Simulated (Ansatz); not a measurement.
# NbAl₃ (I4/mmm, No. 139; cell taken from a computed entry)

Calculation: PBEsol (PAW; Ansatz, a program for electronic structure).

Run with plane-wave cutoff 500 eV, 20×20×20 k mesh, Fermi–Dirac smearing 0.1 eV, no spin polarisation, scalar-relativistic PAW data made under PBE.

Cell (relaxed at this level):

```cif
data_Al6Nb2
_chemical_formula_sum 'Al6 Nb2'
_space_group_name_H-M_alt 'I4/mmm'
_space_group_IT_number 139
_space_group_name_Hall '-I 4 2'
_cell_length_a 3.82382
_cell_length_b 3.82382
_cell_length_c 8.56939
_cell_angle_alpha 90.000
_cell_angle_beta 90.000
_cell_angle_gamma 90.000
loop_
_atom_site_label
_atom_site_type_symbol
_atom_site_symmetry_multiplicity
_atom_site_Wyckoff_symbol
_atom_site_fract_x
_atom_site_fract_y
_atom_site_fract_z
_atom_site_occupancy
Al1 Al 2 b 0.00000 0.00000 0.50000 1
Al2 Al 4 d 0.00000 0.50000 0.25000 1
Nb1 Nb 2 a 0.00000 0.00000 0.00000 1
```
(The calculation used a cell of 4 atoms; values per cell refer to that cell.)

```json
{
  "band_gap": "none"
}
```

Note: the relaxation could not lower the start's symmetry, so the cell can be a saddle point above a distorted one.

Spin–orbit coupling is not included.

Static lattice: no zero-point or thermal effects.

The result took roughly 5 core-minutes.
